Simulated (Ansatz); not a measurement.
# Effect of isotropic strain −2.47 % on TaN

Take TaN in the rock salt structure (space group Fm-3m, No. 225; a = 4.376 Å; relaxed with 0.1 eV smearing) as the base.

Modification: every lattice vector is shortened by 2.47 %, atoms relaxed at fixed cell.

The values are results of PBEsol/PAW in Ansatz (a quantum-chemistry and plane-wave program), no SOC, not measurements. Settings: 23×23×23 k-points, 0.1 eV Fermi–Dirac smearing.

| quantity | base | changed | shift |
|---|---|---|---|
| volume per atom | 10.47 Å³ | 9.72 Å³ | -0.757 Å³ |
| space group | Fm-3m (No. 225) | Fm-3m (No. 225) | – |
| shortest interatomic distance | 2.188 Å | 2.134 Å | -0.054 Å |
| energy relative to the base (free energy F) | 0 meV/atom | +70 meV/atom | +70 meV/atom |
| pressure | 0.0 GPa | 31.6 GPa | +31.55 GPa |
| band gap | zero | zero | – |

No phonon test of stability was made. The final runs are not spin-polarised. This is not the structure that TaN has at room temperature and ambient pressure.
